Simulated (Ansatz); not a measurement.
## YAs in the zinc blende structure (space group F-43m, No. 216; a hypothetical phase, not in the database extracts checked)

```
YAs
1.0
    0.00000     3.23529     3.23529
    3.23529     0.00000     3.23529
    3.23529     3.23529     0.00000
As Y
1 1
Direct
  0.75000   0.75000   0.75000
  0.00000   0.00000   0.00000
```

Method: Ansatz (a quantum-chemistry and plane-wave program) PBE, scalar-relativistic without spin-orbit coupling. Settings: 9×9×9 k-points, 0.05 eV Fermi–Dirac smearing.

| Property | Value |
|---|---|
| Volume per atom | 33.86 Å³ |
| Density | 4.02 g/cm³ |
| Band gap | 1.59 eV, direct at X |
| Lowest conduction-band minima above the VBM | X along ⟨100⟩ 1.59 eV; Γ 2.55 eV; a point along ⟨110⟩, about 0.6 Å⁻¹ from Γ 2.79 eV |
| Total energy | -4353.438 eV/atom (σ→0; compares only within this code and set-up) |

Stability against distortions was not tested.
